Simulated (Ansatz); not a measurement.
Response to strain in Mg

Take Mg in the hcp (Mg type) structure (space group P6_3/mmc, No. 194; relaxed with 0.1 eV smearing) as the base.

```xyz
2
Lattice="3.1751 0.0000 0.0000 -1.5876 2.7497 0.0000 0.0000 0.0000 5.1628" Properties=species:S:1:pos:R:3 pbc="T T T"
Mg     0.0000     1.8332     3.8721
Mg     1.5876     0.9166     1.2907
```

Cartesian axes are those of the cell as printed.

Strains are applied to the cell and any free atomic positions relax; under biaxial strain the out-of-plane vector relaxes too; under stress the whole cell relaxes.

All numbers come from Kohn–Sham DFT with the PBEsol functional, run in Ansatz (an electronic-structure program) with PAW and 420 eV plane waves, without spin-orbit coupling.

Notes on the quantities. pressure: mean of the normal stresses, compression positive.

```tsv
case	shortest interatomic distance	pressure	space group
base	3.166 Å	0.0 GPa	P6_3/mmc (No. 194)
biaxial strain −4.70 %, plane normal [001], relaxed out of plane	3.026 Å	3.3 GPa	P6_3/mmc (No. 194)
biaxial strain +0.18 %, plane normal [001], relaxed out of plane	3.166 Å	-0.1 GPa	P6_3/mmc (No. 194)
biaxial strain +0.53 %, plane normal [001], relaxed out of plane	3.165 Å	-0.3 GPa	P6_3/mmc (No. 194)
isotropic strain −1.78 %	3.110 Å	2.2 GPa	P6_3/mmc (No. 194)
isotropic strain −0.78 %	3.141 Å	0.9 GPa	P6_3/mmc (No. 194)
uniaxial strain ε_zz = +4.33 %	3.175 Å	-1.4 GPa	P6_3/mmc (No. 194)
tensor shear ε_yz = +3.21 %	?	0.1 GPa	C2/m (No. 12)
uniaxial stress, 5 GPa compression along z	3.041 Å	–	P6_3/mmc (No. 194)
tensor shear ε_xz = −3.10 %	?	0.1 GPa	C2/c (No. 15)
```

Q: Complete the table.

A: 
- tensor shear ε_yz = +3.21 %, shortest interatomic distance: 3.084 Å
- tensor shear ε_xz = −3.10 %, shortest interatomic distance: 3.092 Å

Stability under load was not tested beyond the relaxation.
